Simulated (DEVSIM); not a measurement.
System: Al0.15Ga0.85As/GaAs n-p heterojunction, at 300 K.

```
layer (left to right)        material  thickness (μm)  Nd (cm⁻³)  Na (cm⁻³)  τn (s)  τp (s)
---------------------  --------------  --------------  ---------  ---------  ------  ------
1                      Al0.15Ga0.85As           0.410     3.6e16          -  2.6e-9  2.6e-9
2                                GaAs            3.20          -     9.2e17  2.6e-9  2.6e-9
```

Left contact: ohmic. Right contact: ohmic. Voltage is applied to the left contact. Recombination: SRH at mid-gap, Auger. Mobility is μmin + (μ − μmin)/(1 + (N/Nref)^α).

This is a model device: material constants are rounded textbook-type values typed into the input, and sizes, dopings and lifetimes were drawn at random. Values at 300 K.

```
parameter      Al0.15Ga0.85As    GaAs
-------------  --------------  ------
gap (eV)                1.611   1.424
affinity (eV)          3.9515    4.07
permittivity            12.47    12.9
Nc (cm⁻³)              5.6e17  4.7e17
Nv (cm⁻³)                9e18    9e18
μn (cm²/Vs)              5695    8500
μp (cm²/Vs)               282     400
μn,min                    500     500
μp,min                     20      20
Nref,n                   6e16    6e16
Nref,p                 1.5e17  1.5e17
αn                       0.39    0.39
αp                       0.38    0.38
Cn (cm⁶/s)              1e-30   1e-30
Cp (cm⁶/s)              1e-30   1e-30
```

Simulated with DEVSIM: 1D drift-diffusion, Boltzmann statistics, complete ionisation; no tunnelling, impact ionisation, image-force lowering or self-heating. Band offsets follow the typed affinities; no thermionic-emission limit at abrupt steps, no polarisation charge.

Base results: dark forward voltage at 1 A/cm² (V) 1.111; largest field in the device at zero bias (V/cm) 120000; potential step across the device at zero bias (V) 1.413; dark forward voltage at 100 A/cm² (V) 1.232.

Problem. What follows from this one change: doping Nd of layer 1 3.6e+16 → 3.6e+15 cm^-3?

Solution. dark forward voltage at 1 A/cm² 1.111 → 1.105 V; largest field in the device at zero bias 120000 → 45000 V/cm; potential step across the device at zero bias 1.413 → 1.353 V; dark forward voltage at 100 A/cm² little changed (1.232 V).

Problem. What follows from this one change: thickness of layer 1 0.41 → 0.14 μm?

Solution. dark forward voltage at 1 A/cm² little changed (1.109 V); largest field in the device at zero bias 120000 → 130000 V/cm; potential step across the device at zero bias little changed (1.413 V); dark forward voltage at 100 A/cm² little changed (1.231 V).

Problem. What follows from this one change: constant mobility in place of the doping-dependent one?

Solution. dark forward voltage at 1 A/cm² 1.111 → 1.084 V; largest field in the device at zero bias little changed (120000 V/cm); potential step across the device at zero bias little changed (1.413 V); dark forward voltage at 100 A/cm² 1.232 → 1.205 V.
